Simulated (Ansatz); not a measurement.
The starting structures come from a database of crystals and need not be the phases stable at ambient conditions.

By PBEsol, the system below comes out a metal.

```yaml
crystal:
  lattice:
    - [5.10964, 0.00000, 0.00000]
    - [2.55482, 6.36782, 0.00000]
    - [2.55482, 1.02501, 4.30473]
  atoms:
    - { symbol: Ta, position: [0.00000, 0.00000, 0.00000] }
    - { symbol: Ta, position: [0.21859, 0.34423, 0.21859] }
    - { symbol: Ta, position: [0.78141, 0.65577, 0.78141] }
    - { symbol: Co, position: [0.00000, 0.00000, 0.50000] }
    - { symbol: Co, position: [0.50000, 0.00000, 0.00000] }
    - { symbol: Co, position: [0.50000, 0.00000, 0.50000] }
    - { symbol: Co, position: [0.71381, 0.33013, 0.71381] }
    - { symbol: Co, position: [0.28619, 0.66987, 0.28619] }
    - { symbol: Co, position: [0.24225, 0.33013, 0.71381] }
    - { symbol: Co, position: [0.75775, 0.66987, 0.28619] }
    - { symbol: Co, position: [0.71381, 0.33013, 0.24225] }
    - { symbol: Co, position: [0.28619, 0.66987, 0.75775] }
```

Space group of this cell: R-3m. The cell is taken as given; by PBEsol its mean pressure is -2.8 GPa.

The current flows along the normal of the first two printed cell vectors, the (101) plane of the conventional cell. No spin-orbit coupling; the value is a mean over 0.1 eV about the Fermi level.

Problem. Predict the ballistic conductance per area from PBEsol run with Ansatz (a first-principles code).

Solution. 0.69 × 10¹⁵ S/m² for both spins.
